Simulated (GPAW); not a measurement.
A self-consistent single point of Zr₄Al₃ (P6/mmm, 7 atoms in the cell) with GPAW

Level of theory: LDA (Perdew-Wang 92), GPAW PAW datasets LDA (gpaw-data 1.0.1) (plane waves; GPAW).

The input file:

```python
from ase import Atoms
from ase.units import GPa
from gpaw import GPAW

atoms = Atoms(['Zr', 'Zr', 'Zr', 'Zr', 'Al', 'Al', 'Al'],
              cell=[[5.469067, 0.000000, 0.000000],
                    [-2.734533, 4.736351, 0.000000],
                    [0.000000, 0.000000, 5.429100]],
              positions=[[0.000000, 0.000000, 1.413358],
                         [0.000000, 0.000000, 4.015742],
                         [-0.000002, 3.157569, 2.714550],
                         [2.734536, 1.578782, 2.714550],
                         [-1.367266, 2.368175, 0.000000],
                         [2.734533, 0.000000, 0.000000],
                         [1.367267, 2.368175, 0.000000]],
              pbc=True)

calc = GPAW(mode={'name': 'pw', 'ecut': 550},
            xc='LDA',
            kpts={'size': (5, 5, 4), 'gamma': True},
            occupations={'name': 'fermi-dirac', 'width': 0.1},
            nbands=-13,
            symmetry={'symmorphic': False, 'tolerance': 0.0005},
            maxiter=150,
            txt='-')

atoms.calc = calc

energy = atoms.get_potential_energy()
print('Energy (eV):', round(energy, 6))
forces = atoms.get_forces()
print('Forces (eV/Ang):')
print(forces.round(5))
stress = atoms.get_stress()
print('Stress (GPa, Voigt):', (stress / GPa).round(4))
```

Log, with long lists cut:

```
Input parameters:
  kpts: {gamma: True,
         size: (5, 5, 4)}
  maxiter: 150
  mode: {ecut: 550,
         name: pw}
  nbands: -13
  occupations: {name: fermi-dirac,
                width: 0.1}
  symmetry: {symmorphic: False,
             tolerance: 0.0005}

species:
  Zr:
    name: Zirconium
    Z: 40.0
    valence: 12
    core: 28
    charge: 0.0
    file: Zr.LDA.gz

    # Using partial waves for Zr as LCAO basis

  Al:
    name: Aluminium
    Z: 13.0
    valence: 3
    core: 10
    charge: 0.0
    file: Al.LDA.gz

    # Using partial waves for Al as LCAO basis

Reference energy: -410881.514704  # eV

Spin-paired calculation

Convergence criteria:
 Maximum [total energy] change in last 3 cyles: 0.0005 eV / valence electron
 Maximum integral of absolute [dens]ity change: 0.0001 electrons / valence electron
 Maximum integral of absolute [eigenst]ate change: 4e-08 eV^2 / valence electron
 Maximum number of scf [iter]ations: 150

Symmetries present (total): 24
Symmetries with fractional translations: 0
100 k-points: 5 x 5 x 4 Monkhorst-Pack grid + [0.000000,0.000000,1/8]
15 k-points in the irreducible part of the Brillouin zone
       k-points in crystal coordinates                weights
   0:     0.00000000    0.00000000    0.00000000          1/100
   1:     0.00000000    0.00000000    0.25000000          2/100
   2:     0.00000000    0.00000000    0.50000000          1/100
   [... 7 lines left out ...]
          ...
  14:     0.40000000    0.40000000    0.50000000          6/100

Wave functions: Plane wave expansion
  Cutoff energy: 550.000 eV
  Number of coefficients (min, max): 4108, 4148
  Pulay-stress correction: 0.000000 eV/Ang^3 (de/decut=0.000000)

Occupation numbers: Fermi-Dirac:
  width: 0.1000  # eV

Eigensolver

Densities:
  Coarse grid: 30*30*30 grid
  Fine grid: 60*60*60 grid
  Total Charge: 0.000000

Density mixing:
  Method: separate
  Backend: pulay
  Linear mixing parameter: 0.05
  old densities: 5
  Damping of long wavelength oscillations: 50

Hamiltonian:
  XC and Coulomb potentials evaluated on a 60*60*60 grid
  External potential:
    NoExternalPotential

Number of atoms: 7
Number of atomic orbitals: 64
Number of bands in calculation: 41
Number of valence electrons: 57
Bands to converge: occupied

Density initialized from atomic densities
  41 bands from LCAO basis set

Atomic positions and initial magnetic moments

Positions:
   0 Zr     0.000000    0.000000    1.413358    ( 0.0000,  0.0000,  0.0000)
   1 Zr     0.000000    0.000000    4.015742    ( 0.0000,  0.0000,  0.0000)
   2 Zr    -0.000002    3.157569    2.714550    ( 0.0000,  0.0000,  0.0000)
   3 Zr     2.734536    1.578782    2.714550    ( 0.0000,  0.0000,  0.0000)
   4 Al    -1.367266    2.368175    0.000000    ( 0.0000,  0.0000,  0.0000)
   5 Al     2.734533    0.000000    0.000000    ( 0.0000,  0.0000,  0.0000)
   6 Al     1.367267    2.368175    0.000000    ( 0.0000,  0.0000,  0.0000)

Unit cell:
           periodic     x           y           z      points  spacing
  1. axis:    yes    5.469067    0.000000    0.000000    30     0.1579
  2. axis:    yes   -2.734533    4.736351    0.000000    30     0.1579
  3. axis:    yes    0.000000    0.000000    5.429100    30     0.1810

  Lengths:   5.469067   5.469067   5.429100
  Angles:   90.000000  90.000000 119.999995

Effective grid spacing dv^(1/3) = 0.1733

     iter     time        total  log10-change:
                         energy   eigst   dens
iter:   1 --:--:--   -49.302266
iter:   2 --:--:--   -49.157871   -0.52  -1.23
iter:   3 --:--:--   -48.675192   -0.92  -1.25
iter:   4 --:--:--   -48.601266   -1.91  -1.42
iter:   5 --:--:--   -48.499939   -1.37  -1.47
iter:   6 --:--:--   -48.510679   -2.08  -2.00
iter:   7 --:--:--   -48.461320   -2.06  -2.02
iter:   8 --:--:--   -48.454999   -3.51  -2.38
iter:   9 --:--:--   -48.457111c  -3.27  -2.59
iter:  10 --:--:--   -48.453154c  -3.49  -2.62
iter:  11 --:--:--   -48.454155c  -3.34  -2.95
iter:  12 --:--:--   -48.452871c  -4.13  -2.88
iter:  13 --:--:--   -48.452863c  -5.05  -3.67
iter:  14 --:--:--   -48.452896c  -4.94  -3.70
iter:  15 --:--:--   -48.452857c  -6.02  -3.58
iter:  16 --:--:--   -48.452851c  -6.00  -3.78
iter:  17 --:--:--   -48.452862c  -6.46  -4.02c
iter:  18 --:--:--   -48.452875c  -6.24  -4.14c
iter:  19 --:--:--   -48.452880c  -7.29  -4.37c
iter:  20 --:--:--   -48.452882c  -7.63c -4.45c

Converged after 20 iterations.

Dipole moment: (-0.000005, -0.000003, 0.000000) |e|*Ang

Energy contributions relative to reference atoms: (reference = -410881.514704)

Kinetic:        +15.382788
Potential:      -14.178292
External:        +0.000000
XC:             -51.079773
Entropy (-ST):   -0.139873
Local:           +1.492331
SIC:             +0.000000
--------------------------
Free energy:    -48.522818
Extrapolated:   -48.452882

Showing only first 2 kpts
 Kpt  Band  Eigenvalues  Occupancy
  0    26      6.65042    2.00000
  0    27      7.09083    1.99993
  0    28      7.09086    1.99993
  0    29      9.38479    0.00001

  1    26      7.10566    1.99992
  1    27      7.10569    1.99992
  1    28      7.72321    1.96006
  1    29      9.49459    0.00000

Fermi level: 8.11256

No gap
No difference between direct/indirect transitions
Energy (eV): -48.452882

Forces in eV/Ang:
  0 Zr    0.00000   -0.00000    0.07335
  1 Zr    0.00000   -0.00000   -0.07335
  2 Zr    0.00000    0.00000    0.00000
  3 Zr    0.00000    0.00000    0.00000
  4 Al   -0.00000    0.00000    0.00000
  5 Al    0.00000   -0.00000    0.00000
  6 Al   -0.00000   -0.00000    0.00000

Stress tensor:
     0.044237    -0.000000     0.000000
    -0.000000     0.044237     0.000000
     0.000000     0.000000     0.050405
Stress (GPa, Voigt): [ 7.0876  7.0876  8.0758  0.      0.     -0.    ]
```

The run converged in 20 iterations. GPAW prints stress with tension positive.

The starting cell comes from a database of computed structures (which also holds hypothetical and non-ambient phases and stackings), without a prior relaxation at this level. Its lattice was rescaled by a random factor within 2.5 % of one. With a pressure of about -7 GPa the cell is away from its equilibrium volume at this level.

Cost on one core of a shared machine: roughly 2 min.
